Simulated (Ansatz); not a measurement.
Pressure series in MgSe

Base system: MgSe in the rock salt structure (space group Fm-3m, No. 225; a = 5.5080 Å).

Cell and atoms are relaxed at each pressure.

Computed with PBE (Ansatz, an electronic-structure program; PAW; 420 eV plane waves; no spin-orbit coupling).

| pressure (GPa) | band gap (eV) |
|---|---|
| -2 | 1.71 |
| -1 | 1.74 |
| 0 | 1.77 |
| 0.9 | 1.80 |
| 2.1 | ? |
| 4.5 | 1.88 |
| 9 | 1.97 |
| 15 | 2.06 |

Problem. Fit E_g = E₀ + αP + βP² to the rows shown and predict the withheld row.

Solution. Least squares on the printed values gives E₀ = 1.77 eV, α = 27.3 meV/GPa, β = -0.54 meV/GPa² (largest residual 0.01 eV); this predicts 1.82 eV, and the run gives 1.83 eV, in agreement.

Load acts through the strain it causes; cell and atoms are relaxed under it. Stability against distortions was not tested. No other phases were tried under pressure.
